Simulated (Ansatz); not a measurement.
## AlH3 (Fd-3m, No. 227; cell taken from a computed entry)

Computed with r²SCAN+rVV10 in Ansatz (PAW).

Run with plane-wave cutoff 500 eV, 8×8×8 k mesh, Fermi–Dirac smearing 0.05 eV, scalar-relativistic PAW data made under PBE.

Cell (relaxed at this level):

AlH$_{3}$ is taken in the cubic space group Fd-3m, origin choice 1 (No. 227), Pearson symbol cF64. Conventional cell: a = 8.979 Å, b = 8.979 Å, c = 8.979 Å, α = 90.00°, β = 90.00°, γ = 90.00°. Al on 16d has 6 H at 1.707 Å (octahedral). H on 48f sees 2 Al at 1.707 Å (bent). (Neighbours: up to the widest gap in distance over summed covalent radii, below 1.35, at either atom; cation-cation and far metal-metal contacts left out.)
(The calculation used a cell of 16 atoms; values per cell refer to that cell.)

```json
{
 "band_gap": "3.84 eV (on the SCF k mesh)"
}
```

Note: the relaxation could not lower the start's symmetry, so the cell can be a saddle point above a distorted one.

Computing time: roughly 40 core-seconds.

Ansatz is a quantum-chemistry and plane-wave program.
